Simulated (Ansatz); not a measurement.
An Ansatz (a quantum-chemistry and plane-wave program) input (Ansatz PBEsol, no spin-orbit coupling):

Ansatz 0.2 input:
```yaml
crystal:
  lattice:
    - [3.9498538827, 0, 0]
    - [0, 3.9498538827, 0]
    - [0, 0, 3.9498538827]
  atoms:
    - { symbol: Nb, position: [0, 0, 0] }
    - { symbol: Ag, position: [0.5, 0.5, 0.5] }
    - { symbol: O, position: [0, 0, 0.5] }
    - { symbol: O, position: [0.5, 0, 0] }
    - { symbol: O, position: [0, 0.5, 0] }
basis: { ecutwfc: 420, ecutrho_ratio: 4, xc_grid: 2, fft_grid_basis: typed }
kpoints: { mp_grid: { grid: [8, 8, 8] } }
hamiltonian:
  xc: pbesol
  dispersion: none
  pseudopotentials: { kind: paw }
scf: { occupations: { method: fermi_dirac, width: 0.05 }, convergence: { dr2_threshold: 0.0000000005 } }
output: { forces: true, stress: true }
checkpoint: { write: state.ck, write_every: 1000 }
```

Problem. Which symmetry and how many k-points will the program report, and about how many plane waves at Γ?

Solution. Space group Pm-3m (ITA 221) with 48 operations, k-points 35 of 512, and 1213 plane waves at Γ.

Stability against distortions was not tested. The cell was made from TaAgO3 by this change: Ta → Nb; the result is a model cell, its experimental status unchecked. Many cubic perovskites are stable only at high temperature; tilts and polar distortions were not tested.
